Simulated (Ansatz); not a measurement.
## CoSi2 (space group Fm-3m, No. 225; non-magnetic)

```cif
data_CoSi2
_chemical_formula_sum 'Co1 Si2'
_space_group_name_H-M_alt 'P 1'
_space_group_IT_number 1
_cell_length_a 3.78986
_cell_length_b 3.78986
_cell_length_c 3.78986
_cell_angle_alpha 60.000
_cell_angle_beta 60.000
_cell_angle_gamma 60.000
loop_
_space_group_symop_operation_xyz
  'x, y, z'
loop_
_atom_site_label
_atom_site_type_symbol
_atom_site_fract_x
_atom_site_fract_y
_atom_site_fract_z
_atom_site_occupancy
Co1 Co 0.00000 0.00000 0.00000 1
Si1 Si 0.25000 0.25000 0.25000 1
Si2 Si 0.75000 0.75000 0.75000 1
```

Method: PBE in Ansatz (plane waves to 420 eV, PAW, no spin-orbit coupling). Settings: 15×15×15 k-points, 0.05 eV Fermi–Dirac smearing.

| Quantity | Value |
|---|---|
| Volume per atom | 12.83 Å³ |
| Density | 4.97 g/cm³ |
| Band gap | zero |
| Total energy | -2133.058 eV/atom (σ→0; compares only within this code and set-up) |

Stability against distortions was not tested. Seeded moments were not kept for the base. All final runs are without spin polarisation. An odd electron count without spin: CoSi2.

Ansatz is a first-principles code.
